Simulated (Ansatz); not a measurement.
# HgS: response to strain

The reference is HgS (space group P3_221, No. 154; a = 4.465 Å, c = 9.758 Å; made of chains). Axes: x lies along a and z along c of the hexagonal cell.

Strains are applied to the cell and any free atomic positions relax; under biaxial strain the out-of-plane vector relaxes too.

The values are results of Ansatz (a quantum-chemistry and plane-wave program), PBE, PAW, cutoff 420 eV, no SOC, not measurements.

Notes on the quantities. pressure: mean of the normal stresses, compression positive; energy relative to the base: free energy F.

```tsv
variant	pressure	volume per atom	energy relative to the base
base	0.00 GPa	28.08 Å³	0 meV/atom
biaxial strain +1.21 %, plane normal [001], relaxed out of plane	[?]	[?]	–
isotropic strain +1.06 %	-0.23 GPa	28.98 Å³	+0.7 meV/atom
isotropic strain +1.15 %	-0.25 GPa	29.06 Å³	+0.8 meV/atom
isotropic strain +4.80 %	-0.71 GPa	32.32 Å³	+11 meV/atom
isotropic strain +5.11 %	-0.75 GPa	32.61 Å³	+13 meV/atom
isotropic strain +5.73 %	-0.79 GPa	33.19 Å³	+16 meV/atom
```

Problem. Some entries are withheld; estimate them.

Solution. 
- biaxial strain +1.21 %, plane normal [001], relaxed out of plane, pressure: -0.10 GPa
- biaxial strain +1.21 %, plane normal [001], relaxed out of plane, volume per atom: 28.68 Å³

Whether these cells are dynamically stable was not tested. No dispersion term is included, though the crystal is made of layers, chains or molecules, so its spacings can come out too wide.
